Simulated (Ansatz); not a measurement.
Defect: W-vacancy pair (W on one host Ir site, one Ir site vacant) in fcc Ir, neutral cell. The step: direct exchange of W with the vacancy (W-vacancy distance between ideal sites 2.74 Å throughout); the atom moves 2.70 Å along (0.00, 0.49, 0.49) of the unit cell; the moving atom starts with neighbours 5 Ir at 2.71, 6 Ir at 2.74 Å and ends with 5 Ir at 2.71, 6 Ir at 2.74 Å. DFT values are from Ansatz (plane-wave PAW, 420 eV unless said) in a cell of 32 host sites, spin-restricted, static, with no finite-size correction. Forms of the defect that were not tried may lie lower. The start lies 0.13 eV above the lowest site run (PBE). For the PBE band: the saddle point's order was not checked, and it lies on a symmetry element of the cell, where a band can be held.

| Level | Forward barrier (eV) | Cost of the band or of the saddle's single point |
|---|---|---|
| CHGNet universal potential (has no charge state), its own band | 1.16 | - |
| PBE, a 2×2×2 k-point mesh shifted by half a step, band relaxed | 2.94 | about 29 core-minutes (a rough figure) |
| PBE, a 4×4×4 k-point mesh shifted by half a step, same geometries | 2.98 | very roughly 10 core-minutes |
| r2SCAN at 500 eV, a 2×2×2 k-point mesh shifted by half a step, same geometries | 2.95 | roughly 4 core-minutes |

Ansatz is a quantum-chemistry and plane-wave program.
